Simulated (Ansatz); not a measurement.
We consider In₂SeS (model structure, started from the Cd2SeS type, P3m1, No. 156, 4 atoms in the cell), described by r²SCAN+SOC (plane waves, PAW; Ansatz, an electronic-structure program).

Run with plane-wave cutoff 560 eV, 18×18×6 k mesh (along the axes of the cell as run), Fermi–Dirac smearing 0.05 eV, PAW data made under PBE.

Cell (relaxed with PBEsol):

Space group P3m1 (No. 156); a = 4.009 Å, b = 4.009 Å, c = 9.222 Å, α = 90.00°, β = 90.00°, γ = 120.00°

```tsv
atom	site	symmetry	x	y	z
In	1a	3m.	0.0000	0.0000	0.4493
In	1b	3m.	0.3333	0.6667	0.0248
Se	1b	3m.	0.3333	0.6667	0.5853
S	1a	3m.	0.0000	0.0000	0.1886
```

Q: Predict the band gap and direct gap at Γ.

A: 
- band gap = 0.74 eV (on the SCF k mesh)
- direct gap at Γ = 2.72 eV

Note: the relaxation could raise the start's symmetry but not lower it, so the cell can be a saddle point; cell and atoms aren't relaxed at this level (largest force component 0.14 eV/Å, pressure 0.7 GPa); the cell has widely spaced layers and the level no dispersion term, so their spacing and the moduli can rest on weak binding.

Static lattice: no zero-point or thermal effects.

It cost roughly 29 core-minutes of CPU time.

A model structure was made by putting elements into a prototype or built by hand; it is no filed structure, need not be a known phase, and can be a saddle point held by its symmetry.
